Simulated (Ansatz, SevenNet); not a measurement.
For HfO2 (model structure, started from the 3R-MoS2 type, R3m, No. 160, 3 atoms in the cell), the machine-learned potential SevenNet-l3i5 (trained on PBE and PBE+U data) gives:

| Property | Value |
|---|---|
| lattice parameter a | 3.133 Å |
| lattice parameter c | 21.201 Å |

**Question.** What does r²SCAN in Ansatz (plane waves, PAW) give for the same quantities?

**Answer.** 
- lattice constant a: 3.100 Å (falls by 1.1 %)
- lattice parameter c: 14.843 Å (drops by 30 %)

Changes are worked out from the printed values.

Unless a cell is named, each level is at its own relaxed cell (SevenNet-l3i5 20.02, r²SCAN 13.73 Å³/atom).

Levels without +SOC leave out spin–orbit coupling, which shifts energies and cells of such heavy elements.

Caveats: the cell has another shape than the first-principles one, perhaps another minimum in the same group (SevenNet-l3i5); the cell moved over 20 % in volume from its start (SevenNet-l3i5). Ansatz's density-functional and Hartree–Fock values are scalar-relativistic unless marked +SOC, with PAW data made under PBE.

A model structure was made by putting elements into a prototype or built by hand; it is no filed structure, need not be a known phase, and can be a saddle point held by its symmetry.

Ansatz is a program for electronic structure.
